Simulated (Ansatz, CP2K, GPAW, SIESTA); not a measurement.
C (P6_3/mmc, 4 atoms in the cell) computed with different codes at matched settings

Band-structure calculation.

```yaml
crystal:
  lattice:
    - [2.50330, 0.00000, 0.00000]
    - [-1.25165, 2.16792, 0.00000]
    - [0.00000, 0.00000, 4.16897]
  atoms:
    - { symbol: C, position: [0.33333, 0.66667, 0.06281] }
    - { symbol: C, position: [0.66667, 0.33333, 0.93719] }
    - { symbol: C, position: [0.66667, 0.33333, 0.56281] }
    - { symbol: C, position: [0.33333, 0.66667, 0.43719] }
```

Shared settings, as Ansatz (an electronic-structure program) writes them: kpoints.mp_grid.grid = 10 10 6; scf.occupations.method = fixed. Potentials and cutoffs stand in the table.

```json
[
 {"code": "CP2K", "model": "PBE, GPW, DZVP-MOLOPT-SR-GTH basis, GTH-PBE potentials (GTH_POTENTIALS)", "gap along the path (eV)": "3.45", "smallest direct gap (eV)": "5.02", "cutoff": "grid 400 Ry"},
 {"code": "SIESTA", "model": "GGA PBE, numerical atomic orbitals TZP, PseudoDojo PBE standard norm-conserving potentials (rewritten from UPF to PSML)", "gap along the path (eV)": "3.45", "smallest direct gap (eV)": "5.06", "cutoff": "grid 350 Ry"},
 {"code": "GPAW", "model": "PBE, GPAW PAW datasets PBE (gpaw-data 1.0.1)", "gap along the path (eV)": "3.30", "smallest direct gap (eV)": "4.98", "cutoff": "950 eV"},
 {"code": "Ansatz", "model": "PBE, PAW files", "gap along the path (eV)": "3.31", "smallest direct gap (eV)": "4.98", "cutoff": "default"}
]
```

The spread over the programs that give each value: gap along the path within 0.15 eV; smallest direct gap within 0.08 eV.

CP2K and SIESTA use small atom-centred bases, whose incompleteness enters pressures, forces and empty levels differently from a plane-wave cutoff.

The starting cell comes from a database of computed structures (which also holds hypothetical and non-ambient phases and stackings), without a prior relaxation at this level.

Left out of this page: Quantum ESPRESSO and FLEUR (not drawn, or without a comparable value); ABINIT (with a known weakness of the program).

Keys are those of Ansatz 0.2.
